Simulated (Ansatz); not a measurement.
The complex Ga vacancy + Si on the Ga site in wurtzite GaN (the Ga site; Ga 3.21 Å away) and its isolated parts, with the Fermi level 0.90 eV above the valence-band maximum, each in its stable bound charge state.

Method: PBE, PAW (plane waves to 420 eV; Ansatz, a quantum-chemistry and plane-wave program). Details: 96-site cell; 2×2×2 shifted k-points; host gap 1.71 eV; charged states image-corrected; corrections reach 1.2 eV, so highly charged states may be off by several tenths; flagged in the runs: for some of the defects a host whose relaxation on this sampling wasn't shown to rest.

```json
[
 {"defect": "Ga vacancy", "charge": "−1", "E_f, elements as references (eV)": "6.71"},
 {"defect": "Si on the Ga site (broken-bond start) [the Ga site; started 0.95 Å off site, one bond broken, along c]", "charge": "+1", "E_f, elements as references (eV)": "-1.67"}
]
```

Problem. Is the complex bound, by how much, and in which charge state?

Solution. The complex has charge −1 and E_f = 4.11 eV: 6.71 + -1.67 − (4.11) = 0.93 eV, bound. The charge changes by −1 on pairing, so the value moves with the Fermi level.
